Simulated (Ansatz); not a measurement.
The starting structures come from a database of crystals and need not be the phases stable at ambient conditions.

 Where the default PAW files enter, the runs use the earlier of Ansatz's two default sets.

The decay constant κ of evanescent states in the gap governs leakage through a thin film.

Here is the system:

```yaml
crystal:
  lattice:
    - [3.73932, 0.00000, 0.00000]
    - [0.00000, 6.18555, 0.00000]
    - [0.00000, 0.42080, 4.52805]
  atoms:
    - { symbol: K, position: [0.25000, 0.69034, 0.22487] }
    - { symbol: K, position: [0.75000, 0.30966, 0.77513] }
    - { symbol: H, position: [0.53903, 0.86968, 0.70095] }
    - { symbol: H, position: [0.46097, 0.13032, 0.29905] }
    - { symbol: H, position: [0.03903, 0.13032, 0.29905] }
    - { symbol: H, position: [0.96097, 0.86968, 0.70095] }
    - { symbol: N, position: [0.75000, 0.76353, 0.72744] }
    - { symbol: N, position: [0.25000, 0.23647, 0.27256] }
```

Space group of this cell: P2_1/m. The cell is taken as given.

Transport runs along the normal of the first two printed cell vectors.

No gap correction and no spin-orbit coupling; mid-gap values are interpolated between computed energies.

Question: Give the band gap and the smallest decay constant κ at mid-gap that PBEsol run with Ansatz (a program for electronic structure) yields.

Answer: Gap 2.09 eV on a 8×6×8 mesh; κ = 0.229 1/Å, at the zone centre.
